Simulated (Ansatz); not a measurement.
Start from PbZrO3 in the cubic perovskite structure (space group Pm-3m, No. 221; a = 4.141 Å; a cell from a computed database, its experimental status unchecked).

It is then changed as follows: a hydrostatic pressure of 3 GPa.

Levels (all Ansatz, a first-principles code, PAW): PBEsol (420 eV, no SOC); HSE06 (420 eV, no spin-orbit coupling).

The geometry is relaxed with PBEsol.

* **PBEsol band gap**: 2.36 eV

Q: Predict the band gap from HSE06.

A: The band gap grows by 1.122 eV (2.36 eV → 3.49 eV).

Single points use the geometry relaxed with PBEsol. The hybrid gap comes from the SCF mesh plus the semilocal run's edge points and a few special points and is an upper bound. With Pb present, leaving out spin-orbit coupling can change the band edges. Load acts through the strain it causes; cell and atoms are relaxed under it. Stability against distortions was not tested. Many cubic perovskites are stable only at high temperature; tilts and polar distortions were not tested.
